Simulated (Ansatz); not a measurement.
The starting structures come from a database of crystals and need not be the phases stable at ambient conditions.

By PBEsol, the system below comes out a metal.

Without scattering a metal conducts by its projected Fermi surface.

```xyz
4
Lattice="3.9958 0.0000 0.0000 0.0000 3.9958 0.0000 0.0000 0.0000 3.9958" Properties=species:S:1:pos:R:3 pbc="T T T"
Li     0.0000     0.0000     0.0000
Al     1.9979     1.9979     0.0000
Al     0.0000     1.9979     1.9979
Al     1.9979     0.0000     1.9979
```

The cell is taken as given.

The current flows along the normal of the first two printed cell vectors, the (001) plane of the conventional cell. No spin-orbit coupling; the value is a mean over 0.1 eV about the Fermi level.

Problem. Compute, with PBEsol in Ansatz (an electronic-structure program), the ballistic conductance per area.

Solution. 0.93 × 10¹⁵ S/m² for both spins.
